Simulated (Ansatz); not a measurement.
LuCuS2 (P3m1): band-edge transport data

Data:

```
CuLuS2
1.0
    3.79904     0.00000     0.00000
   -1.89952     3.29006     0.00000
    0.00000     0.00000     5.98919
Lu Cu S
1 1 2
Direct
  0.33333   0.66667   0.00529
  0.66667   0.33333   0.39246
  0.66667   0.33333   0.77082
  0.00000   0.00000   0.27444
```

These are PBEsol, rigid bands (plane waves, PAW, scalar-relativistic; Ansatz, a program for electronic structure) values and carry that method's errors. Geometry: cell and atoms relaxed with PBEsol.

```
Quantity                                                               Result
--------------------------------------------  -------------------------------
band gap                                                              1.19 eV
electron conductivity mass (300 K, dilute)    0.53 (x), 0.53 (y), 1.35 (z) mₑ
effective density of states N_c (300 K)                           6.6e19 cm⁻³
density-of-states mass, electrons                                     1.91 mₑ
Seebeck coefficient, n-type 1e19 cm⁻³, 300 K                        -374 μV/K
```

Rigid bands; masses and Seebeck coefficients take one relaxation time τ for all states and one kind of carrier; polarons and phonon drag are left out. Spin-orbit coupling is left out.

Computed structure with no diffraction record at hand here (it may be known, metastable or hypothetical): LuCuS2 (P3m1).
